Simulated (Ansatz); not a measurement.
# ZnSiP2 under a change: pressure 22.5 GPa

Take ZnSiP$_{2}$ in the chalcopyrite structure (space group I-42d, No. 122; a = 5.419 Å, c = 10.540 Å) as the base.

One thing is altered: cell and atoms relaxed at a pressure of 22.5 GPa.

All numbers come from PBE (Ansatz, a first-principles code; PAW; 420 eV plane waves; no spin-orbit coupling). Γ-centred 9×9×9 mesh, Fermi–Dirac width 0.05 eV.

| quantity | base | changed | shift |
|---|---|---|---|
| volume per atom | 19.34 Å³ | 16.16 Å³ | -3.18 Å³ |
| density | 3.34 g/cm³ | 3.99 g/cm³ | +0.656 g/cm³ |
| lattice parameter a | 5.419 Å | 5.103 Å | -0.316 Å |
| c/a ratio | 1.945 | 1.946 | +0.001 |
| enthalpy H = E + PV relative to the base's energy | – | +2.46 eV/atom | – |
| band gap | 1.36 eV | 0.88 eV | -0.472 eV |
| gap character | direct at Γ | direct at Γ | – |
| width of the top valence band | 1.19 eV | 1.60 eV | +0.41 eV |
| electron mass | 1.5 mₑ along c, 0.26 mₑ across (at Γ) | 1.3 mₑ along c, 0.23 mₑ across (at Γ) | – |
| hole mass | 0.16 mₑ along c, 0.40 mₑ across (at Γ) | 0.22 mₑ along c, 0.31 mₑ across (at Γ) | – |
| valence-band top at Γ (three highest levels, from the VBM) | 0.00, -0.13, -0.13 eV | 0.00, -0.14, -0.14 eV | – |

Load acts through the strain it causes; cell and atoms are relaxed under it. Masses are band curvatures over ±0.01 Å⁻¹ around the edge. Whether these cells are dynamically stable was not tested. Competing high-pressure phases were not computed.
